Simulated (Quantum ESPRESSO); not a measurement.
A relaxation of the atoms of P (Imma, 2 atoms in the cell) with Quantum ESPRESSO.

Level of theory: LDA (PW92), PseudoDojo standard norm-conserving (LDA) pseudopotentials (plane waves; Quantum ESPRESSO 7.5).

This input was run:

```fortran
&control
   calculation = 'relax'
   outdir = './tmp'
   pseudo_dir = './'
   verbosity = 'high'
   forc_conv_thr = 3.9e-03
/
&system
   ibrav = 11
   A = 3.39317000
   B = 5.04542000
   C = 3.72904400
   nat = 2
   ntyp = 1
   ecutwfc = 50
   occupations = 'smearing'
   smearing = 'gaussian'
   degauss = 0.0073499
/
&electrons
   conv_thr = 1.0d-9
   mixing_beta = 0.4
/
&ions
/
ATOMIC_SPECIES
P     30.9738  P.upf
ATOMIC_POSITIONS alat
P     0.00000000   -1.11520054    0.10279359
P    -0.50000000    0.37173351    0.49090575
K_POINTS automatic
9 9 9  0 0 0
```

Log, with long lists cut:

```
     Self-consistent Calculation

     iteration #  1     ecut=    50.00 Ry     beta= 0.40

---- Real-time Memory Report at c_bands before calling an iterative solver
            68 MiB given to the printing process from OS
            33 MiB allocation reported by mallinfo(arena+hblkhd)
------------------

     Threshold (ethr) on eigenvalues was too large:
     Diagonalizing with lowered threshold

---- Real-time Memory Report at c_bands before calling an iterative solver
            70 MiB given to the printing process from OS
            34 MiB allocation reported by mallinfo(arena+hblkhd)
------------------

   [... lines left out ...]

---- Real-time Memory Report at c_bands before calling an iterative solver
            73 MiB given to the printing process from OS
            38 MiB allocation reported by mallinfo(arena+hblkhd)
------------------

     total energy              =     -27.81044563 Ry
     estimated scf accuracy    <          1.3E-09 Ry

     iteration #  9     ecut=    50.00 Ry     beta= 0.40

---- Real-time Memory Report at c_bands before calling an iterative solver
            73 MiB given to the printing process from OS
            38 MiB allocation reported by mallinfo(arena+hblkhd)
------------------
     End of self-consistent calculation

     the Fermi energy is     9.7601 ev

!    total energy              =     -27.81044563 Ry
     estimated scf accuracy    <          1.6E-11 Ry
     smearing contrib. (-TS)   =      -0.00009419 Ry
     internal energy E=F+TS    =     -27.81035145 Ry

     convergence has been achieved in   9 iterations

     Forces acting on atoms (cartesian axes, Ry/au):

     atom    1 type  1   force =    -0.00000000    0.00000000   -0.07281734
     atom    2 type  1   force =     0.00000000    0.00000000    0.07281734

     Total force =     0.102979     Total SCF correction =     0.000004

     BFGS Geometry Optimization
     Energy error            =      1.1E-02 Ry
     Gradient error          =      7.3E-02 Ry/Bohr

     number of scf cycles    =   1
     number of bfgs steps    =   0

   [... lines left out ...]
     the Fermi energy is     9.8551 ev
!    total energy              =     -27.82177794 Ry
     Total force =     0.000677     Total SCF correction =     0.000001
     bfgs converged in   4 scf cycles and   3 bfgs steps
   [... lines left out ...]
     (criteria: energy <  1.0E-04 Ry, force <  3.9E-03 Ry/Bohr)

     End of BFGS Geometry Optimization

     Final energy             =     -27.8217779365 Ry

     File ./tmp/pwscf.bfgs deleted, as requested
Begin final coordinates

ATOMIC_POSITIONS (alat)
P                0.0000000000       -1.1152005400        0.0777658199
P               -0.5000000000        0.3717335100        0.5159335201
End final coordinates

   JOB DONE.
```

The run converged. 

Summary of the result:
| Item | Result |
|---|---|
| Free energy E − TS | -378.5346 eV |
| Fermi level (on the code's own zero) | 9.86 eV |
| Largest force (vector length) | 0.012 eV/Å |
| Relaxation steps | 3 |

The starting cell comes from a database of computed structures (which also holds hypothetical and non-ambient phases and stackings), without a prior relaxation at this level. Its lattice was rescaled by up to half a per cent. For this run, on top of that: one atom moved by 0.15 angstrom. The relaxation keeps the symmetry of its start, so its end need not be a minimum.

Cost on one core of a shared machine: roughly 70 s.
